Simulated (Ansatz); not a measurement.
Results of r²SCAN+rVV10 in Ansatz (PAW) for CaZrN2 (model structure, started from the MgZrN2 type, I4₁/amd, No. 141, 8 atoms in the cell).

Settings: plane-wave cutoff 560 eV, 16×16×16 k mesh, Fermi–Dirac smearing 0.05 eV, scalar-relativistic PAW data made under PBE.

Cell (relaxed at this level):

```
CELL_PARAMETERS angstrom
     -2.34009     2.34009     4.77076
      2.34009    -2.34009     4.77076
      2.34009     2.34009    -4.77076
ATOMIC_POSITIONS crystal
  Ca 0.50000 0.50000 0.00000
  Ca 0.25000 0.75000 0.50000
  Zr 0.75000 0.25000 0.50000
  Zr 0.00000 0.00000 0.00000
  N  0.51925 0.01925 0.50000
  N  0.76925 0.76925 0.00000
  N  0.23075 0.23075 0.00000
  N  0.98075 0.48075 0.50000
```

Q: Give the computed band gap.

A: 
band gap: 0.36 eV (on the SCF k mesh)

Note: the relaxation could raise the start's symmetry but not lower it, so the cell can be a saddle point.

Spin–orbit coupling is not included.

Static lattice: no zero-point or thermal effects.

Cost on a shared machine: about 15 core-minutes (a rough figure).

A model structure was made by putting elements into a prototype or built by hand; it is no filed structure, need not be a known phase, and can be a saddle point held by its symmetry.

Ansatz is a program for electronic structure.
